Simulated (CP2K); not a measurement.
A zone-centre phonon calculation of Si (Fd-3m, 2 atoms in the cell) with CP2K.

Computed with CP2K with PBE, GPW, DZVP-MOLOPT-SR-GTH basis, GTH-PBE potentials (GTH_POTENTIALS).

```yaml
crystal:
  lattice:
    - [3.85467, 0.00000, 0.00000]
    - [1.92733, 3.33824, 0.00000]
    - [1.92733, 1.11275, 3.14732]
  atoms:
    - { symbol: Si, position: [0.25000, 0.25000, 0.25000] }
    - { symbol: Si, position: [0.00000, 0.00000, 0.00000] }
```

Reference input (self-consistent single point, DFT PBE, GPW, DZVP-MOLOPT-SR-GTH basis, GTH-PBE potentials (GTH_POTENTIALS)): CUTOFF = 400 Ry; REL_CUTOFF = 50 Ry; SMEAR/METHOD = FERMI_DIRAC; ELECTRONIC_TEMPERATURE = 232.09 K; KPOINTS/SCHEME = MONKHORST-PACK 8 8 8; GAMMA_CENTERED = T; XC_FUNCTIONAL = PBE; Si/BASIS_SET = DZVP-MOLOPT-SR-GTH; Si/POTENTIAL = GTH-PBE-q4; METHOD = GPW; EPS_DEFAULT = 1e-10; NGRIDS = 4. This run's input differs from it in these lines:

```diff
@@ -2,3 +2,3 @@
   PROJECT bulk
-  RUN_TYPE ENERGY_FORCE
+  RUN_TYPE VIBRATIONAL_ANALYSIS
   PRINT_LEVEL MEDIUM
@@ -7,3 +7,2 @@
   METHOD Quickstep
-  STRESS_TENSOR ANALYTICAL
   &DFT
@@ -14,2 +13,3 @@
       EPS_DEFAULT 1E-10
+      EXTRAPOLATION USE_GUESS
     &END QS
@@ -22,3 +22,3 @@
       SCF_GUESS ATOMIC
-      EPS_SCF 1E-7
+      EPS_SCF 1E-8
       MAX_SCF 100
@@ -48,12 +48,2 @@
     &PRINT
-      &MO
-        EIGENVALUES T
-        OCCUPATION_NUMBERS T
-        NDIGITS 8
-        FILENAME mo
-        &EACH
-          QS_SCF 0
-        &END EACH
-        ADD_LAST NUMERIC
-      &END MO
       &MULLIKEN ON
@@ -81,6 +71,13 @@
     &END FORCES
-    &STRESS_TENSOR ON
-    &END STRESS_TENSOR
   &END PRINT
 &END FORCE_EVAL
+&VIBRATIONAL_ANALYSIS
+  DX 0.01
+  FULLY_PERIODIC T
+  NPROC_REP 1
+  &PRINT
+    &PROGRAM_RUN_INFO ON
+    &END PROGRAM_RUN_INFO
+  &END PRINT
+&END VIBRATIONAL_ANALYSIS
```

Log, with long lists cut:

```
 GLOBAL| Method name                                                        CP2K
 GLOBAL| Project name                                                       bulk
 GLOBAL| Run type                                           VIBRATIONAL_ANALYSIS

 CELL| Volume [angstrom^3]:                                            40.499109
   [... lines left out ...]
     4 Si  -2.731167E+00 -1.112329E-06 -7.859738E-07  2.731080E+00  4.034561E-07
     5 Si  -1.112513E-06 -2.731168E+00  5.814974E-07  4.045715E-07  2.731082E+00
     6 Si  -7.861984E-07  3.529514E-05 -2.731194E+00  2.856071E-07 -3.558184E-05

                   6
     1 Si  -7.983948E-07
     2 Si   5.740001E-07
     3 Si  -2.731194E+00
     4 Si   2.846078E-07
     5 Si  -8.703972E-07
     6 Si   2.731108E+00

 VIB| Cartesian Low frequencies ---
 VIB| -1.0399271E-04 -8.7312338E-05 -6.9571272E-05  5.4622417E+00  5.4622474E+00
 VIB|  5.4623070E+00

 VIB| Eigenvectors before removal of rotations and translations

                   1             2             3             4             5
     1 Si  -3.324592E-03  7.068697E-01 -1.800671E-02  3.001180E-01 -6.402055E-01
     2 Si  -5.008987E-01  1.035532E-02  4.989924E-01 -6.088695E-01 -2.881564E-01
     3 Si   4.990888E-01  1.510159E-02  5.006820E-01 -1.980072E-01 -8.427763E-02
     4 Si  -3.324610E-03  7.068696E-01 -1.800659E-02 -3.001181E-01  6.402056E-01
     5 Si  -5.009017E-01  1.035531E-02  4.989891E-01  6.088685E-01  2.881559E-01
     6 Si   4.990854E-01  1.510171E-02  5.006850E-01  1.980112E-01  8.427942E-02

                   6
     1 Si  -8.121819E-03
     2 Si   2.150433E-01
     3 Si  -6.735653E-01
     4 Si   8.121786E-03
     5 Si  -2.150477E-01
     6 Si   6.735642E-01

 VIB| Frequencies after removal of the rotations and translations

 VIB| Internal  Low frequencies ---
 VIB|  5.4622417E+00  5.4622474E+00  5.4623070E+00

 VIB|                        NORMAL MODES - CARTESIAN DISPLACEMENTS
 VIB|
 VIB|                         1                    2                    3
 VIB|Frequency (cm^-1)  5.1294379925E+02    5.1294406871E+02    5.1294686825E+02
 VIB|Red.Masses (a.u.)  2.8085500000E+01    2.8085500000E+01    2.8085500000E+01
 VIB|Frc consts (a.u.)  2.7964893722E-01    2.7964923104E-01    2.7965228358E-01
  ATOM  EL               X     Y     Z       X     Y     Z       X     Y     Z
     1  Si             -0.30  0.61  0.20    0.64  0.29  0.08    0.01 -0.22  0.67
     2  Si              0.30 -0.61 -0.20   -0.64 -0.29 -0.08   -0.01  0.22 -0.67
```

The run converged in 14 iterations. 

Summary of the result:
- Zone-centre frequencies (cm⁻¹; negative means imaginary): 513, 513, 513

The starting cell comes from a database of computed structures (which also holds hypothetical and non-ambient phases and stackings), without a prior relaxation at this level. Its lattice was rescaled by a random factor within 2.5 % of one. Values carry the incompleteness of an atom-centred basis.

Cost on one core of a shared machine: roughly 5 min.
